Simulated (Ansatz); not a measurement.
The reference is MoP in the CsCl type structure (space group Pm-3m, No. 221; a = 2.9745 Å; a hypothetical phase, not in the database extracts checked).

All numbers come from PBEsol, PAW, 420 eV (Ansatz, a quantum-chemistry and plane-wave program; spin-orbit coupling left out).

One change was made to it. Results:

| quantity | base | after |
|---|---|---|
| density | 8.01 g/cm³ | 8.10 g/cm³ |
| shortest interatomic distance | 2.576 Å | 2.566 Å |

Task: Name the change that was made.
(A) pressure 1.5 GPa
(B) pressure −2 GPa
(C) pressure 3 GPa

Result: C, pressure 3 GPa. For comparison, the density in the other runs: pressure 1.5 GPa gives 8.05 g/cm³; pressure −2 GPa gives 7.94 g/cm³.

Load acts through the strain it causes; cell and atoms are relaxed under it. No phonon test of stability was made. All final runs are without spin polarisation. An odd electron count without spin: MoP.
